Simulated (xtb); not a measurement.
xtb 6.7.1, GFN2-xTB: CCO[SiH](C)[O], charge -1, multiplicity 1, 15 atoms. The geometry is a generated start, not checked to be a minimum at this level.

```json
{
 "method": "GFN2-xTB",
 "--acc": "1 (default)",
 "--etemp (K)": "300 (default)",
 "detailed input (--input)": "none: ANC optimiser, Lindh (1995) Hessian, microcycle=20, maxdispl=1.0, hlow=0.01 (default)",
 "basis_functions": "39",
 "valence_electrons": "38"
}
```

```xyz
15

C      2.5425     0.2410     0.2267
C      1.1315     0.0278    -0.3259
O      0.1965     0.1087     0.6722
Si    -1.2534    -0.7696     0.5253
C     -2.4475     0.4350    -0.3866
O     -1.1219    -2.1653    -0.1063
H      2.7674    -0.5350     0.9543
H      3.2774     0.2040    -0.5777
H      2.6050     1.2080     0.7237
H      1.0834    -0.9537    -0.8208
H      0.9343     0.7958    -1.1015
H     -1.6176    -0.6194     1.9588
H     -3.4739     0.0809    -0.3075
H     -2.2090     0.4957    -1.4487
H     -2.4146     1.4461     0.0139
```

Charge -1 and multiplicity 1 are set for this test and not shown to be the ground state.

The structure is relaxed from this start with --opt LEVEL for the levels crude, sloppy, loose, lax, normal, tight, vtight, extreme, once each. Up to the end of the extreme run atoms move by at most 1.2 Å along an axis.

Task: Choose the cheapest level whose final energy lies within 1 meV of that of extreme.

Result: tight: 42 cycles against 51, ending 0.034 meV above.

```json
[
 {"level": "crude", "cycles": "1", "energy above the extreme run (meV)": "93", "gradient norm (eV/Å)": "0.070"},
 {"level": "sloppy", "cycles": "1", "energy above the extreme run (meV)": "93", "gradient norm (eV/Å)": "0.070"},
 {"level": "loose", "cycles": "1", "energy above the extreme run (meV)": "93", "gradient norm (eV/Å)": "0.070"},
 {"level": "lax", "cycles": "1", "energy above the extreme run (meV)": "93", "gradient norm (eV/Å)": "0.070"},
 {"level": "normal", "cycles": "33", "energy above the extreme run (meV)": "1.3", "gradient norm (eV/Å)": "0.033"},
 {"level": "tight", "cycles": "42", "energy above the extreme run (meV)": "0.034", "gradient norm (eV/Å)": "0.012"},
 {"level": "vtight", "cycles": "48", "energy above the extreme run (meV)": "under 0.01", "gradient norm (eV/Å)": "0.0030"},
 {"level": "extreme", "cycles": "51", "energy above the extreme run (meV)": "—", "gradient norm (eV/Å)": "0.0016"}
]
```
